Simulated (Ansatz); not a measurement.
Results of HSE06 (Ansatz, a quantum-chemistry and plane-wave program, PAW) for zinc-blende BeS.

Settings: plane-wave cutoff 460 eV, 10×10×10 k mesh, Fermi–Dirac smearing 0.01 eV, scalar-relativistic PAW data made under PBE.

Properties against volume:

```json
[
 {"V (Å³/atom)": "13.575", "P (GPa)": "5.55", "direct gap at Γ (eV)": "6.844", "smallest gap on the k mesh (eV)": "3.938"},
 {"V (Å³/atom)": "13.932", "P (GPa)": "2.60", "direct gap at Γ (eV)": "6.859", "smallest gap on the k mesh (eV)": "4.003"},
 {"V (Å³/atom)": "14.201", "P (GPa)": "0.58", "direct gap at Γ (eV)": "6.868", "smallest gap on the k mesh (eV)": "4.049"},
 {"V (Å³/atom)": "14.646", "P (GPa)": "-2.36", "direct gap at Γ (eV)": "6.831", "smallest gap on the k mesh (eV)": "4.118"},
 {"V (Å³/atom)": "15.003", "P (GPa)": "-4.43", "direct gap at Γ (eV)": "6.623", "smallest gap on the k mesh (eV)": "4.169"}
]
```

The fundamental gap (4.06 eV at the equilibrium volume, on the SCF mesh) lies elsewhere than Γ–Γ.
